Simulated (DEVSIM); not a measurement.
System: Au/SiO2/p-InP capacitor, at 400 K.

```
layer (left to right)  material  thickness (nm)  Na (cm⁻³)
---------------------  --------  --------------  ---------
1                          SiO2            8.10          -
2                           InP            2400     6.5e16
```

Metal gate on the left, work function 5.1 eV. Fixed charge at the semiconductor interface 1.1e11 cm⁻² (in units of +e); interface traps 1.8e12 cm⁻² eV⁻¹, uniform in energy, neutral level at 0.3 of the gap above the valence band.

This is a model device: material constants are rounded textbook-type values typed into the input, and sizes, dopings and lifetimes were drawn at random. Values at 300 K; Nc and Nv go as T^1.5, mobilities as T to minus their exponent, the gap by Varshni's rule with the affinity fixed.

| parameter | SiO2 | InP |
|---|---|---|
| gap (eV) | 9 | 1.344 |
| affinity (eV) | 0.9 | 4.38 |
| permittivity | 3.9 | 12.5 |
| Nc (cm⁻³) | - | 5.7e17 |
| Nv (cm⁻³) | - | 1.1e19 |
| Varshni α (eV/K) | - | 0.000363 |
| Varshni β (K) | - | 162 |

Simulated with DEVSIM: 1D Poisson equation in equilibrium, Boltzmann statistics, complete ionisation; no quantum confinement or tunnelling. Metal contacts follow the ideal Schottky-Mott rule: no Fermi-level pinning, no interface dipoles.

The gate work function was swept, all else fixed.

```json
[
 {"gate work function (eV)": "4.8", "flat-band voltage (V)": "-0.88"},
 {"gate work function (eV)": "4.95", "flat-band voltage (V)": "-0.73"},
 {"gate work function (eV)": "5.1", "flat-band voltage (V)": "-0.58"},
 {"gate work function (eV)": "5.25", "flat-band voltage (V)": "-0.43"},
 {"gate work function (eV)": "5.4", "flat-band voltage (V)": "-0.28"}
]
```

From the first row to the last the flat-band voltage goes from -0.88 to -0.28.
